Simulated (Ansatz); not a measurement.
What Cu → Sb does to CuI

The reference is CuI in the zinc blende structure (space group F-43m, No. 216; a = 6.021 Å).

Modification: full substitution Cu → Sb; the structure is relaxed again.

Calculations: Kohn–Sham DFT with the r2SCAN functional, run in Ansatz (a program for electronic structure) with PAW and 500 eV plane waves, scalar-relativistic without spin-orbit coupling, earlier PAW set. k-mesh 11×11×11 (Γ-centred); smearing 0.05 eV (Fermi–Dirac), for the changed cell.

The volume per atom goes up by 22.753 Å³, from 27.28 Å³ to 50.04 Å³ and the density decreases by 1.67 g/cm³ (5.80 g/cm³ → 4.13 g/cm³). The space group is still F-43m (No. 216) and the band gap goes from 1.67 eV to zero.

Cost of the whole job for the changed cell (relaxation, final SCF and bands): very roughly 5 core-minutes.

Spin-orbit coupling, missing from the scalar runs, can matter with I. Whether these cells are dynamically stable was not tested. As relaxed here, SbI is a hypothetical phase, not in the database extracts checked. The final runs are not spin-polarised.
